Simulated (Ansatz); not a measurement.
Functionals compared on the (110) surface of rock-salt HfN in its 1x1 cell (cut with top plane Hf + N, bottom plane Hf + N), outermost plane spacing 1.61 Å in the ideal cut, in Ansatz (plane waves, PAW). The structure was relaxed with PBE; the other rows are single points on it, each with its references at the same level. Cutoff 420 eV (500 eV for r2SCAN).

Slab: 14 atoms, Hf7N7, 9.6 Å thick at the start (thin: gaps and levels are the slab's own); k 12x8x1, smearing 0.1 eV, dipole-corrected; all atoms relaxed; held to the start's symmetry, so lower structures may exist; no spin, no spin-orbit, no U. These notes are the PBE run's.

| functional | surface energy (J/m²) | work function of the top face (eV) | rough cost of the single point |
|---|---|---|---|
| PBE | 2.60 | 3.67 | – |
| LDA | 3.18 | 3.92 | around 4 core-minutes (rough) |
| PBEsol | 2.96 | 3.71 | very roughly 3 core-minutes |
| RPBE | 2.34 | 3.53 | roughly 4 core-minutes |
| r2SCAN | 2.83 | 3.70 | roughly 6 core-minutes |

Ansatz is a program for electronic structure.
